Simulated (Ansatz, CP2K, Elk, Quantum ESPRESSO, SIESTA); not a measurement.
# One structure in several programs: Ti2Te2P (R-3m, 5 atoms in the cell)

Self-consistent single point, at a second geometry (lattice scaled by 0.98). First geometry:

```
CELL_PARAMETERS angstrom
      1.82518     1.05377     9.94446
     -1.82518     1.05377     9.94446
      0.00000    -2.10754     9.94446
ATOMIC_POSITIONS crystal
  Ti 0.62216 0.62216 0.62216
  Ti 0.37784 0.37784 0.37784
  Te 0.22825 0.22825 0.22825
  Te 0.77175 0.77175 0.77175
  P  0.00000 0.00000 0.00000
```

Shared settings, as Ansatz (an electronic-structure program) writes them: kpoints.mp_grid.grid = 6 6 6; scf.occupations.method = fermi_dirac; scf.occupations.width = 0.1 eV. Potentials and cutoffs stand in the table.

```tsv
code	model	ΔF from the first geometry (meV/atom)	pressure (GPa)	largest force (eV/Å)	cutoff
Ansatz	LDA (PW92), PAW files made with PBE	-24.2	-0.26	0.360	default
Quantum ESPRESSO	LDA (PZ), GBRV 1.5 ultrasoft (LDA) pseudopotentials	-22.2	0.05	0.401	50 Ry
Elk	LDA (PW92), all-electron FP-LAPW, Elk's shipped species files, APW+lo basis with extra local orbitals	-25.6	–	–	rgkmax 7.5
CP2K	LDA (Pade form), GPW, DZVP-MOLOPT-SR-GTH basis, GTH-PADE potentials (GTH_POTENTIALS)	-18.0	0.63	0.403	grid 600 Ry
SIESTA	LDA PW92, numerical atomic orbitals DZP, PseudoDojo LDA standard norm-conserving potentials (rewritten from UPF to PSML)	-30.1	-0.79	0.579	grid 300 Ry
```

Size of the force on each atom (eV/Å): Sizes of forces hide their directions.

```
code                Ti1    Ti2    Te3    Te4     P5
----------------  -----  -----  -----  -----  -----
Ansatz            0.266  0.266  0.360  0.360  0.000
Quantum ESPRESSO  0.280  0.280  0.401  0.401  0.000
CP2K              0.291  0.291  0.403  0.403  0.000
SIESTA            0.426  0.426  0.579  0.579  0.000
```

A dash marks a value that a program does not give, or that is left out as unsure.

On Ansatz's run: spin-orbit coupling is off. Spin polarisation is off; with an odd number of electrons in the cell that forces a metal, and a magnetic state may lie lower.

The spread over the programs that give each value: ΔF from the first geometry within 12.1 meV/atom; pressure within 1.42 GPa; largest force within 0.219 eV/Å.

CP2K and SIESTA use small atom-centred bases, whose incompleteness enters pressures, forces and empty levels differently from a plane-wave cutoff. Elk treats all electrons, but the usual bases taken here (sphere radii, linearisation, local orbitals, empty states) were not tested for convergence, so the values are no reference for the others. Ansatz's pressure is given at a fixed set of plane waves, as the other plane-wave codes print theirs; with its correction for the finite basis it is -0.22 GPa. The same LDA comes in different parametrisations, which differ slightly. In the force vectors, SIESTA (by 0.199) lies more than 0.08 eV/Å from the median of the plane-wave programs.

The starting cell comes from a database of computed structures (which also holds hypothetical and non-ambient phases and stackings), without a prior relaxation at this level. For this run, on top of that: lattice scaled by 0.98.

Keys are those of Ansatz 0.2.
